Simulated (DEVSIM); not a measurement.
Device: illuminated Si p-on-n cell, one wavelength, with a back-surface field, at 300 K.

Layer 1 from the left is Si, thickness (μm) 0.0720, Na (cm⁻³) 7.3e18, τn (s) 9.6e-6, τp (s) 6.1e-6, absorption coefficient (cm⁻¹) 400. Layer 2 from the left is Si, thickness (μm) 94.0, Nd (cm⁻³) 4.4e15, τn (s) 3.2e-5, τp (s) 3.2e-5, absorption coefficient (cm⁻¹) 400. Layer 3 from the left is Si, thickness (μm) 0.140, Nd (cm⁻³) 2.1e18, τn (s) 3.2e-5, τp (s) 3.2e-5, absorption coefficient (cm⁻¹) 400.

Left contact: ohmic, minority electron recombination velocity 1e5 cm/s. Right contact: ohmic, minority hole recombination velocity 1e5 cm/s. Voltage is applied to the left contact. Recombination: SRH at mid-gap, radiative, Auger. Light enters at the left, 8.6e17 photons cm⁻² s⁻¹, one pass, no reflection. Mobility is μmin + (μ − μmin)/(1 + (N/Nref)^α).

Constants are typed, rounded textbook-type inputs, not results; the design itself was drawn at random and stands for no fabricated device. Values at 300 K.

Si: gap (eV) 1.124, affinity (eV) 4.05, permittivity 11.7, Nc (cm⁻³) 2.86e19, Nv (cm⁻³) 3.1e19, μn (cm²/Vs) 1417, μp (cm²/Vs) 470, μn,min 52, μp,min 45, Nref,n 9.7e16, Nref,p 2.2e17, αn 0.68, αp 0.72, B (cm³/s) 4.7e-15, Cn (cm⁶/s) 2.8e-31, Cp (cm⁶/s) 9.9e-32.

DEVSIM, 1D drift-diffusion, Boltzmann statistics, complete ionisation; no tunnelling, impact ionisation, image-force lowering or self-heating.

Dark forward current:

```
|V| (V)  |J| (A/cm²)
-------  -----------
0.05       2.168e-10
0.10       8.186e-10
0.15        2.778e-9
0.20        1.036e-8
0.25        4.617e-8
0.30        2.473e-7
0.35        1.506e-6
0.40        9.837e-6
0.45        6.635e-5
0.50       0.0004533
0.55        0.003090
0.60         0.02012
0.65          0.1114
0.70          0.5404
0.75           2.641
0.80           12.47
0.85           51.96
0.90           176.9
0.95           473.1
1.00            1015
1.05            1835
1.10            2927
```

### Question
Work out the local ideality factor n = ΔV / (kT/q · ln(J2/J1)) between the rows 0.15 and 0.20 V, 0.45 and 0.50 V, 1.05 and 1.10 V.

### Answer
kT/q = 25.85 mV. From 0.15 to 0.20 V: ln(1.036e-8/2.778e-9) = 1.316, n = 1.47. From 0.45 to 0.50 V: ln(0.0004533/6.635e-5) = 1.922, n = 1.01, near the 1 of diffusion or emission over a barrier. From 1.05 to 1.10 V: ln(2927/1835) = 0.467, n = 4.14.

### Question
What current could the absorbed light give at most, and what share is collected?

### Answer
Σ αd = 3.77, so qΦ(1 − exp(−Σ αd)) = 135 mA/cm². The simulated short-circuit current is 126.7 mA/cm², a share of 0.94.

### Question
Estimate the open-circuit voltage by superposition: the voltage at which the dark current equals that short-circuit current.

### Answer
Interpolating ln J in the table gives 0.654 V. The simulation gives 0.654 V, the same within the digits that matter. Superposition holds where collection doesn't change with voltage.

### Question
Estimate the fill factor from FF0 = (v − ln(v + 0.72))/(v + 1), v = qVoc/(nkT), with n from the dark curve.

### Answer
The rows about Voc, 0.65 and 0.70 V, give n = 1.22, so v = 20.7 and FF0 = 0.812. The simulation gives 0.826; the estimate lies 1.6 % below.
